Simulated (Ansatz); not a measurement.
**Hypothetical ReO3 type TiBr3: Ti → Zr**

Take TiBr₃ in the ReO3 type structure (space group Pm-3m, No. 221; a = 5.1440 Å; ferromagnetic; a hypothetical phase, not in the database extracts checked) as the base.

One thing is altered: Zr takes the place of Ti on all its sites; the structure is relaxed again.

Computed with PBE (Ansatz, a first-principles code, PAW, scalar-relativistic without spin-orbit coupling). Settings: 9×9×9 k-points, 0.05 eV Fermi–Dirac smearing.

The volume per atom goes up by 3.90 Å³ (34.03 Å³ → 37.93 Å³) and the density increases by 0.11 g/cm³ to 3.62 g/cm³. The lattice parameter a goes up by 0.190 Å to 5.334 Å and the space group stays Pm-3m (No. 221). The shortest interatomic distance rises by 0.095 Å, from 2.572 Å to 2.667 Å and the band gap remains zero.

Other magnetic orders, which the real material may have, were not ruled out. No phonon test of stability was made. As relaxed here, ZrBr3 is a hypothetical phase, not in the database extracts checked. No Hubbard U is applied, and correlation can decide whether such a compound is a metal. Spin-polarised in the final run: base; the other runs are not. An odd electron count without spin: ZrBr3. ZrBr3 has a high density of states at the Fermi level and may be magnetic at this level.
